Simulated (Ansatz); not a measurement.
Effect of biaxial strain +1.67 %, plane normal [111], relaxed out of plane on NaF

Base system: NaF in the rock salt structure (space group Fm-3m, No. 225; a = 4.629 Å). Axes: x, y, z lie along the cube axes.

One thing is altered: tensile biaxial strain of 1.67 % in the plane normal to [111], as in epitaxy on a mismatched substrate; the out-of-plane cell vector and the atoms relax.

Calculations: PBEsol (Ansatz, a first-principles code), no SOC. Settings: 12×12×12 k-points, 0.05 eV Fermi–Dirac smearing.

The space group goes from Fm-3m (No. 225) to R-3m (No. 166) and the shortest interatomic distance grows by 0.0167 Å to 2.331 Å. The energy goes up by 2.0 meV/atom and the pressure (mean of the normal stresses, compression positive) goes from zero to -9.8 kbar. The band gap falls by 0.16 eV to 6.04 eV and the gap character remains direct at Γ. The electron mass is still 0.56 mₑ (at Γ) and the valence-band top at Γ (three highest levels, from the VBM) goes from 0.00, 0.00, 0.00 eV to 0.00, -0.07, -0.07 eV. The out-of-plane strain is -1.20 % and the ratio −ε⊥/ε∥ comes out as 0.72. The mean in-plane stress (compression positive) comes out as -1.5 GPa.

Cost of the whole job for the changed cell (relaxation, final SCF and bands): about 21 core-seconds (a rough figure).

Masses are band curvatures over ±0.01 Å⁻¹ around the edge. Stability against distortions was not tested. Labels are those of the standard path for the cell's own space group.
